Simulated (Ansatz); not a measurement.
# How far PBE and r2SCAN part for PbSe, Se → Te

Take PbSe in the rock salt structure (space group Fm-3m, No. 225; a = 6.218 Å) as the base.

(Cell as relaxed with PBE.)

Levels (all Ansatz, a first-principles code, PAW, earlier PAW set): PBE (420 eV, no spin-orbit coupling); r2SCAN (500 eV, no SOC).

Each level relaxes its own structure.

```json
[
 {"base": "volume per atom", "PBE": "30.05 Å³", "r2SCAN": "29.47 Å³"},
 {"base": "lattice parameter a", "PBE": "11.750 bohr", "r2SCAN": "11.674 bohr"},
 {"base": "band gap", "PBE": "0.44 eV", "r2SCAN": "0.67 eV"}
]
```

It is then changed as follows: Te takes the place of Se on all its sites, then cell and atoms are relaxed.

| quantity | PBE | r2SCAN |
|---|---|---|
| hole mass | 0.50 mₑ along k, 0.092 mₑ across (at L) | 0.57 mₑ along k, 0.088 mₑ across (at L) |
| band gap | 0.83 eV | 1.10 eV |
| shift of the gap caused by the change | +0.39 eV | +0.42 eV |

PBE's band gap lies 0.262 eV below r2SCAN's; PBE's shift of the gap caused by the change lies 0.03 eV below r2SCAN's. Neither level is exact; r2SCAN is the comparison here, not a measurement.

With Pb and Te present, leaving out spin-orbit coupling can change the band edges. Masses are band curvatures over ±0.01 Å⁻¹ around the edge. Along k means along the line from Γ to the band edge. No phonon test of stability was made.
